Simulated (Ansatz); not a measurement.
# BaTiO3, response to strain

Start from BaTiO3 in the cubic perovskite structure (space group Pm-3m, No. 221; a = 3.9346 Å). Axes: x, y, z lie along the cube axes.

Strains are applied to the cell and any free atomic positions relax; under biaxial strain the out-of-plane vector relaxes too.

Computed with LDA (Ansatz, a first-principles code; PAW; 420 eV plane waves; no spin-orbit coupling).

Notes on the quantities. energy relative to the base: free energy F; in-plane stress: mean in-plane stress (compression positive).

```json
[
 {"variant": "base", "ratio −ε⊥/ε∥": "–", "energy relative to the base": "0 meV/atom", "band gap": "1.83 eV", "in-plane stress": "–"},
 {"variant": "biaxial strain −2.50 %, plane normal [111], relaxed out of plane", "ratio −ε⊥/ε∥": "0.62", "energy relative to the base": "+21 meV/atom", "band gap": "1.72 eV", "in-plane stress": "+11.4 GPa"},
 {"variant": "biaxial strain −2.00 %, plane normal [111], relaxed out of plane", "ratio −ε⊥/ε∥": "0.61", "energy relative to the base": "+13 meV/atom", "band gap": "1.76 eV", "in-plane stress": "+9.0 GPa"},
 {"variant": "biaxial strain −1.50 %, plane normal [111], relaxed out of plane", "ratio −ε⊥/ε∥": "…", "energy relative to the base": "…", "band gap": "…", "in-plane stress": "…"},
 {"variant": "biaxial strain −1.00 %, plane normal [111], relaxed out of plane", "ratio −ε⊥/ε∥": "0.59", "energy relative to the base": "+3.2 meV/atom", "band gap": "1.82 eV", "in-plane stress": "+4.3 GPa"},
 {"variant": "biaxial strain −0.50 %, plane normal [111], relaxed out of plane", "ratio −ε⊥/ε∥": "–", "energy relative to the base": "+0.8 meV/atom", "band gap": "1.83 eV", "in-plane stress": "+2.1 GPa"}
]
```

Question: Fill in the withheld entries from the trend.

Answer: 
- biaxial strain −1.50 %, plane normal [111], relaxed out of plane, ratio −ε⊥/ε∥: 0.60
- biaxial strain −1.50 %, plane normal [111], relaxed out of plane, energy relative to the base: +7.4 meV/atom
- biaxial strain −1.50 %, plane normal [111], relaxed out of plane, band gap: 1.79 eV
- biaxial strain −1.50 %, plane normal [111], relaxed out of plane, in-plane stress: +6.6 GPa

Whether these cells are dynamically stable was not tested. All final runs are without spin polarisation. Many cubic perovskites are stable only at high temperature; tilts and polar distortions were not tested. This is not the structure that BaTiO3 has at room temperature and ambient pressure.
